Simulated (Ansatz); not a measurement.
The starting structures come from a database of crystals and need not be the phases stable at ambient conditions.

# Evanescent states of TiZnO₃ (R3c, not sure to be the ambient phase, 10 atoms a cell, 10.6 Å³ an atom, -8 GPa at this level) along the normal of (001)

All values below come from PBEsol (plane waves, PAW; Ansatz, a first-principles code).

No gap correction and no spin-orbit coupling; mid-gap values are interpolated between computed energies.

Energies count from the valence-band top; κ is the least over a 12×12 mesh across the current.

```
E (eV)  κ (1/Å)  where
------  -------  -----
0.07      0.271      Γ
0.21      0.341  off Γ
0.35      0.363  off Γ
0.49      0.379  off Γ
0.63      0.392  off Γ
0.77      0.403  off Γ
0.91      0.411  off Γ
1.05      0.416  off Γ
1.19      0.420  off Γ
1.33      0.422  off Γ
1.47      0.422  off Γ
1.61      0.419  off Γ
1.75      0.413  off Γ
1.89      0.405  off Γ
2.03      0.393  off Γ
2.17      0.376  off Γ
2.31      0.355  off Γ
2.45      0.326  off Γ
2.59      0.285  off Γ
2.73      0.216  off Γ
```

Problem. How thick must the barrier be to attenuate the transmission by 10^4 when the electrodes' Fermi level lies at 1.61 eV, and what attenuation does that film give at 0.07 eV?

Solution. d = 4 ln 10 / (2 × 0.419) = 11.0 Å. At 0.07 eV it gives 4 × 0.271/0.419 = 2.6 decades.
